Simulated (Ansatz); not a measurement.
The starting structures come from a database of crystals and need not be the phases stable at ambient conditions.

Inside the gap of an insulator the Bloch states are evanescent, with a wavenumber k + iκ along the transport direction.

Consider the following.

```xyz
10
Lattice="5.6767 0.0000 0.0000 -2.8384 4.9162 0.0000 2.8384 1.6387 4.6350" Properties=species:S:1:pos:R:3 pbc="T T T"
K      2.8384     4.9162     3.4763
K      2.8384     1.6387     1.1588
Na     0.0000     3.2774     2.3175
Al     0.0000     0.0000     0.0000
H      0.0000     1.4390     1.0175
H      5.6767     5.1159     3.6175
H      7.2688     2.3582     3.6175
H     -1.5921     4.1967     1.0175
H      1.5921     4.1967     1.0175
H      4.0846     2.3582     3.6175
```

Space group of this cell: Fm-3m. The cell is taken as given.

Transport runs along the normal of the first two printed cell vectors, the (111) plane of the conventional cell.

The gap is the functional's own. No spin-orbit coupling. Mid-gap values are interpolated on the energy grid.

Problem. State the band gap and the smallest decay constant κ at mid-gap according to Ansatz (a program for electronic structure) with PBEsol.

Solution. Gap 2.24 eV on a 8×8×8 mesh; κ = 0.300 1/Å, at the zone centre.
